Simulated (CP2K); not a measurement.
## Input and output of a self-consistent single point for CaC2 (I4/mmm, 3 atoms in the cell) (CP2K)

Method of the run: LDA (Pade form), GPW, DZVP-MOLOPT-SR-GTH basis, GTH-PADE potentials (GTH_POTENTIALS) run with CP2K.

The input file:

```
&GLOBAL
  PROJECT bulk
  RUN_TYPE ENERGY_FORCE
  PRINT_LEVEL MEDIUM
&END GLOBAL
&FORCE_EVAL
  METHOD Quickstep
  STRESS_TENSOR ANALYTICAL
  &DFT
    BASIS_SET_FILE_NAME BASIS_MOLOPT
    POTENTIAL_FILE_NAME GTH_POTENTIALS
    &QS
      METHOD GPW
      EPS_DEFAULT 1E-11
    &END QS
    &MGRID
      CUTOFF 500
      REL_CUTOFF 50
      NGRIDS 5
    &END MGRID
    &SCF
      SCF_GUESS ATOMIC
      EPS_SCF 1E-7
      MAX_SCF 100
      ADDED_MOS 4
      &DIAGONALIZATION
        ALGORITHM STANDARD
      &END DIAGONALIZATION
      &MIXING
        METHOD BROYDEN_MIXING
        ALPHA 0.4
        NBUFFER 12
        BETA 1
      &END MIXING
      &SMEAR ON
        METHOD FERMI_DIRAC
        ELECTRONIC_TEMPERATURE [K] 580.23
      &END SMEAR
    &END SCF
    &KPOINTS
      SCHEME MACDONALD 4 4 4 0.125 0.125 0.125
    &END KPOINTS
    &XC
      &XC_FUNCTIONAL PADE
      &END XC_FUNCTIONAL
    &END XC
    &PRINT
      &MO
        EIGENVALUES T
        OCCUPATION_NUMBERS T
        NDIGITS 8
        FILENAME mo
        &EACH
          QS_SCF 0
        &END EACH
        ADD_LAST NUMERIC
      &END MO
      &MULLIKEN ON
      &END MULLIKEN
    &END PRINT
  &END DFT
  &SUBSYS
    &CELL
      A 4.23253500 0.00000000 0.00000000
      B 0.66113000 4.18058100 0.00000000
      C -2.44683200 -2.09029000 2.74919000
      PERIODIC XYZ
    &END CELL
    &COORD
      Ca       0.00000000     0.00000000     0.00000000
      C        2.92587337     2.49952757     0.00000000
      C        1.96779163     1.68105343     0.00000000
    &END COORD
    &KIND Ca
      BASIS_SET DZVP-MOLOPT-SR-GTH
      POTENTIAL GTH-PADE-q10
    &END KIND
    &KIND C
      BASIS_SET DZVP-MOLOPT-SR-GTH
      POTENTIAL GTH-PADE-q4
    &END KIND
  &END SUBSYS
  &PRINT
    &FORCES ON
    &END FORCES
    &STRESS_TENSOR ON
    &END STRESS_TENSOR
  &END PRINT
&END FORCE_EVAL
```

Output, abridged:

```
 GLOBAL| Method name                                                        CP2K
 GLOBAL| Project name                                                       bulk
 GLOBAL| Run type                                                   ENERGY_FORCE

 CELL| Volume [angstrom^3]:                                            48.645420
 CELL| Vector a [angstrom]:       4.233     0.000     0.000   |a| =     4.232535
 CELL| Vector b [angstrom]:       0.661     4.181     0.000   |b| =     4.232535
 CELL| Vector c [angstrom]:      -2.447    -2.090     2.749   |c| =     4.232534
 CELL| Angle (b,c), alpha [degree]:                                   125.317082
 CELL| Angle (a,c), beta  [degree]:                                   125.317085
 CELL| Angle (a,b), gamma [degree]:                                    81.013490
 CELL| Numerically orthorhombic:                                              NO
 CELL| Periodicity                                                           XYZ

 DFT| Spin restricted Kohn-Sham (RKS) calculation                            RKS
 DFT| Multiplicity                                                             1
 DFT| Number of spin states                                                    1
 DFT| Charge                                                                   0
 DFT| XC density smoothing                                                  NONE
 DFT| XC derivatives                                                          PW

 QS| Method:                                                                 GPW
 QS| Density plane wave grid type                        NON-SPHERICAL FULLSPACE
 QS| Number of grid levels:                                                    5
 QS| Density cutoff [a.u.]:                                                250.0
 QS| Multi grid cutoff [a.u.]: 1) grid level                               250.0
   [... lines left out ...]
 BRILLOUIN| Wavefunction type                                            COMPLEX
 BRILLOUIN| List of Kpoints [2 Pi/Bohr]                                       36
 BRILLOUIN| Number           Weight            X              Y              Z
 BRILLOUIN|     1           0.03125       -0.25000       -0.25000       -0.25000
 BRILLOUIN|     2           0.03125       -0.25000       -0.25000        0.00000
 BRILLOUIN|     3           0.03125       -0.25000       -0.25000        0.25000
   [... 33 lines left out ...]
 *******************************************************************************

 Extrapolation method: initial_guess

 Re-scaling the density matrix to get the right number of electrons
                  # Electrons              Trace(P)               Scaling factor
                           18                18.000                        1.000

 Number of electrons:                                                         18
 Number of occupied orbitals:                                                  9
 Number of molecular orbitals:                                                13

 Number of orbital functions:                                                 40
 Number of independent orbital functions:                                     40
 SCF WAVEFUNCTION OPTIMIZATION

  Step     Update method      Time    Convergence         Total energy    Change
     1 NoMix/Diag. 0.40E+00      -     2.02857305       -48.0262157803 -4.80E+01
     2 Broy./Diag. 0.40E+00      -     0.02701015       -47.6433598083  3.83E-01
     3 Broy./Diag. 0.40E+00      -     0.02543800       -47.9730839169 -3.30E-01
     4 Broy./Diag. 0.40E+00      -     0.00650401       -48.1250829923 -1.52E-01
     5 Broy./Diag. 0.40E+00      -     0.00153203       -48.1226352980  2.45E-03
     6 Broy./Diag. 0.40E+00      -     0.00035900       -48.1275354026 -4.90E-03
     7 Broy./Diag. 0.40E+00      -     0.00011505       -48.1282376003 -7.02E-04
     8 Broy./Diag. 0.40E+00      -     0.00006304       -48.1290784289 -8.41E-04
     9 Broy./Diag. 0.40E+00      -     0.00001096       -48.1289936355  8.48E-05
    10 Broy./Diag. 0.40E+00      -     0.00000206       -48.1290056837 -1.20E-05
    11 Broy./Diag. 0.40E+00      -     0.00000135       -48.1289846351  2.10E-05
    12 Broy./Diag. 0.40E+00      -     0.00000008       -48.1289817456  2.89E-06
  *** SCF run converged in    12 steps ***

  Electronic density on regular grids:        -17.9999999999        0.0000000001
  Core density on regular grids:               17.9999999999       -0.0000000001
  Total charge density on r-space grids:       -0.0000000001
  Total charge density g-space grids:          -0.0000000001

  Overlap energy of the core charge distribution:               0.00000931691008
  Self energy of the core charge distribution:                -98.20999488545019
  Core Hamiltonian energy:                                     24.72689084704538
  Hartree energy:                                              33.75331897077969
  Exchange-correlation energy:                                 -8.39920597007028
  Electronic entropic energy:                                  -0.00000002476787
  Fermi energy:                                                 0.14670217363376

  Total energy:                                               -48.12898174555320
  Total energy (extrapolated to T->0):                        -48.12898173316927

                     Mulliken Population Analysis

 #  Atom  Element  Kind  Atomic population                           Net charge
       1     Ca       1          9.724714                              0.275286
       2     C        2          4.137643                             -0.137643
       3     C        2          4.137643                             -0.137643
 # Total charge                             18.000000                 -0.000000

 ENERGY| Total FORCE_EVAL ( QS ) energy [hartree]            -48.128982725250680

 FORCES| Atomic forces [hartree/bohr]
 FORCES|   Atom     x               y               z               |f|
 FORCES|      1  2.51552422E-09  3.38231304E-09 -1.59110975E-14   4.21519911E-09
 FORCES|      2 -4.27122053E-03 -3.64883618E-03  1.40303663E-08   5.61759115E-03
 FORCES|      3  4.27121802E-03  3.64883280E-03 -1.40303563E-08   5.61758704E-03
 FORCES| Sum    -3.43962706E-13 -2.74505679E-13 -5.89871109E-15
 FORCES| Total atomic force                                       4.40111923E-13

 STRESS| Analytical stress tensor [bar]
 STRESS|                        x                   y                   z
 STRESS|      x       -7.12531510256E+04  -2.25035788195E+04  -1.35292993100E-02
 STRESS|      y       -2.25035788195E+04  -6.41355739073E+04  -2.14337011887E-02
 STRESS|      z       -1.35292993100E-02  -2.14337011887E-02  -4.49110081502E+04
 STRESS| 1/3 Trace                                            -6.00999110277E+04
```

The run converged in 12 iterations.

The starting cell comes from a database of computed structures (which also holds hypothetical and non-ambient phases and stackings), without a prior relaxation at this level. Its lattice was rescaled by up to half a per cent. Values carry the incompleteness of an atom-centred basis. With a pressure of about -6 GPa the cell is away from its equilibrium volume at this level.
